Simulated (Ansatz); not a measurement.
Defect migration in monoclinic ZrO2: O vacancy, charge state +2. Level of theory: PBE, PAW (plane waves to 420 eV; Ansatz, a first-principles code).

324-site cell at the relaxed PBE lattice, the Γ point alone, smearing 0.01 eV, spin-restricted, no finite-size correction. No zero-point or tunnelling terms. The charge state is imposed; whether it is stable for some Fermi level was not computed. Forms of the defect that were not tried may lie lower.

Barriers: single points on a 2×2×2 k-point mesh shifted by half a step at the bands' geometries.

The step: one O atom jumps into the vacancy from a nearby O site. Atoms about the jump, Cartesian Å from the middle of the jump, before and after:

```csv
atom,x0,y0,z0,x1,y1,z1
O1,-0.46,-0.81,0.66,0.46,0.81,-0.66
Zr2,-1.47,-0.33,-1.17,-1.27,-0.13,-1.25
Zr3,1.27,0.13,1.25,1.47,0.33,1.17
O4,-0.01,-1.57,-1.89,-0.04,-1.69,-1.78
O5,0.04,1.69,1.78,0.01,1.57,1.89
O6,2.32,-1.34,-0.11,2.34,-1.31,-0.11
O7,-2.34,1.31,0.11,-2.32,1.34,0.11
O8,2.46,1.32,0.00,2.87,1.39,0.14
O9,-2.87,-1.39,-0.14,-2.46,-1.32,0.00
```

Problem. Where do these atoms stand at the saddle point, and how high is it?

Solution. 
```tsv
atom	x	y	z
O1	0.00	0.00	0.00
Zr2	-1.44	-0.26	-1.25
Zr3	1.44	0.26	1.24
O4	-0.09	-1.73	-1.90
O5	0.09	1.74	1.89
O6	2.39	-1.35	-0.12
O7	-2.39	1.35	0.12
O8	2.68	1.40	0.05
O9	-2.68	-1.40	-0.05
```
It lies 0.71 eV above the start and 0.71 eV above the end. The saddle point's order was not checked, and it lies on a symmetry element of the cell, where a band can be held.
